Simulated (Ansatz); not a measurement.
# Hypothetical P6_3/mmc SnS2: thickness series

Start from SnS2 in the 2H-MoS2 type structure (space group P6_3/mmc, No. 194; a = 3.561 Å, c = 11.148 Å; a hypothetical phase, not in the database extracts checked; layered, stacked along the Cartesian z axis).

Free-standing slabs (3 atom(s) a layer) normal to the stacking axis with 15 Å of vacuum; in-plane cell relaxed.

Method: PBEsol-D3(BJ) (Ansatz, a quantum-chemistry and plane-wave program), spin-orbit coupling left out.

Notes on the quantities. layer's space group: with vacuum.

```csv
change,in-plane lattice parameter a,shortest interatomic distance,thickness between the outermost nuclei,layer's space group
base,3.561 Å,2.610 Å,–,–
1 layer,3.538 Å,2.597 Å,3.21 Å,P-6m2 (No. 187)
2 layers,3.544 Å,2.597 Å,8.75 Å,P-3m1 (No. 164)
3 layers,3.546 Å,2.598 Å,14.47 Å,P-6m2 (No. 187)
4 layers,3.553 Å,2.599 Å,19.96 Å,P-3m1 (No. 164)
```

Whether these cells are dynamically stable was not tested. All final runs are without spin polarisation.
